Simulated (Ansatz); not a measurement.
Functionals compared on OH on the 1x1 (0001) surface of corundum (cut with top plane Al), one in a 1x1 cell, started at the site 'top O', in Ansatz (plane waves, PAW). The structure was relaxed with PBE; the other rows are single points on it, each with its references at the same level. Cutoff 420 eV (500 eV for r2SCAN). The points keep PBE's geometry, so the relaxation of a polaron and the settling of charge on one site are left out. HSE06 used the coarser mesh 4x4x1.

Host crystal: corundum, with a band gap (PBE, scalar-relativistic without spin-orbit coupling).

Model: 22-atom slab, 6.7 Å thick at the start under the adsorbate (thin: gaps and levels are the slab's own), 6x6x1 mesh, Fermi-Dirac 0.01 eV, dipole correction, 9 atoms held, the rest relaxed; no symmetry held; spin-polarised, ending with about 1.0 μB a cell, a value that depends on the mesh; orders that need a larger cell were not tried, no spin-orbit, no U, no dispersion correction. The slab shows no gap over 0.04 eV on its mesh. It is one chosen start, not shown to be the lowest state of the adsorbate. These notes are the PBE run's. r2SCAN: The program's check for a lower electronic state was not made. HSE06: The program's check for a lower electronic state was not made. Adsorption energies are against H2O(g) − ½ H2(g). A negative adsorption energy means that the adsorbate is more stable on the surface than in its reference.

```json
[
 {"functional": "PBE", "adsorption energy (eV)": "0.90"},
 {"functional": "RPBE", "adsorption energy (eV)": "0.87"},
 {"functional": "r2SCAN", "adsorption energy (eV)": "0.99"},
 {"functional": "HSE06", "adsorption energy (eV)": "1.67"}
]
```

Ansatz is a quantum-chemistry and plane-wave program.
